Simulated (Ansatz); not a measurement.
# W: stress against strain

W (bcc, Im-3m, 15.410 Å³/atom at rest) under an equal strain ε in the (001) plane with the normal axis free, as in a coherent film. LDA in Ansatz, a plane-wave DFT program (PAW, default set), 420 eV, 29×29×29 Γ-centred mesh, Fermi-Dirac smearing 0.10 eV; ions are relaxed within the symmetry of each cell. Stress is positive for a compressed cell.

Here s stands for strain and y for stress xx.

```
strain (%)  stress xx (GPa)
----------  ---------------
-1.50                  9.52
-1.00                  6.27
-0.50                  3.09
0.00                   0.00
0.50                  -3.01
1.00                  -5.91
1.50                  -8.73
3.00                      ?
```

Problem. Using a straight line, estimate the missing y at s = 3.00 from the other rows, showing the fit.

Solution. Means: s 0, y 0.176. About the means, the sum of products is -42.605 and the sum of squares of s is 7.0000; the slope is their ratio. Least squares gives y = 0.176 - 6.0864·s. Residuals (row less fit): 0.214, 0.008, -0.129, -0.176, -0.143, 0.000, 0.224; standard error 0.181 (degrees of freedom: 5). The slope gives the biaxial elastic modulus of this plane = 609 ± 7 GPa. At the withheld row, y = 0.176 - 6.0864 × 3.0 = -18.083 GPa. The calculation gives -16.56 GPa, 1.523 GPa above the prediction (5.8 % of the range of y in the table). The row lies outside the fitted rows, so this is an extrapolation. From the scatter of the fitted rows alone, a prediction at this place has a standard error of 0.282 GPa, so the miss is 5.4 times that.

One order more, fitted to all 13 runs of the series, follows each within 0.10, so the miss is the next term of a smooth law. In a metal these values are sensitive to mesh and smearing; energies are taken to zero smearing, stresses follow the free energy. Rows are the converged runs of the series near zero and its far end; series whose fitted rows scatter by over a few per cent of the range, as at a crossing or softening among them, aren't shown in this form. Most that stay on the fit to the last digits aren't either.
